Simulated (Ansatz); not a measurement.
## Ta under load (space group Im-3m): resistivity and electron-phonon coupling

Given:

```yaml
crystal:
  lattice:
    - [-1.65169, 1.65169, 1.65169]
    - [1.65169, -1.65169, 1.65169]
    - [1.65169, 1.65169, -1.65169]
  atoms:
    - { symbol: Ta, position: [0.00000, 0.00000, 0.00000] }
```

The numbers are results of PBEsol, DFPT electron-phonon coupling, linearised Boltzmann equation (plane waves, PAW, scalar-relativistic; Ansatz, a program for electronic structure), not measurements. Condition of this run: hydrostatic pressure -4 GPa (the target of the relaxation). Geometry: relaxed with this functional, without spin-orbit coupling, then loaded as said.

```yaml
resistivity at 300 K: 13.6 μΩ·cm
resistivity at 77 K: 2.5 μΩ·cm
electron mean free path at 300 K (weighted by the current that each state carries): 3.5 nm
resistivity times mean free path for one path shared by all states (from the Fermi surface's area): 4.2 ×10⁻¹⁶ Ω·m²
electron-phonon coupling λ: 0.98
transport coupling λ_tr: 0.93
logarithmic_mean_phonon_energy: 12.2 meV
density of states at the Fermi level: 0.65 states/(eV·spin·cell)
drude_plasma_energy: 8.9 eV
Hall coefficient at 300 K: 9.6 ×10⁻¹¹ m³/C
Tc for μ* = 0.10 (anisotropic Eliashberg): 9.9 K
Tc for μ* = 0.13 (anisotropic Eliashberg): 8.2 K
```

A metal at this level (no band gap). Only scattering by harmonic phonons is included (no impurities, grain boundaries, electron-electron scattering or thermal expansion). Spin-orbit coupling is left out, which matters with elements this heavy. For metals of groups 4 to 10, Tc at these values of μ* can lie well above the measured one. The run warned that the eigensolver left some states short of its tolerance. Halving the electron mesh (36x36x36) moves the resistivity by up to 1 % at 300 K, the mean free path by up to 1 %, the coupling by up to 1 %, Tc by up to 1 %. Smearing 0.20 eV; phonons on a 6x6x6 q mesh, which this run doesn't test and which matters most at low temperature. Tc comes from the anisotropic Migdal-Eliashberg equations with μ*, a chosen number, referred to 13.5 meV.
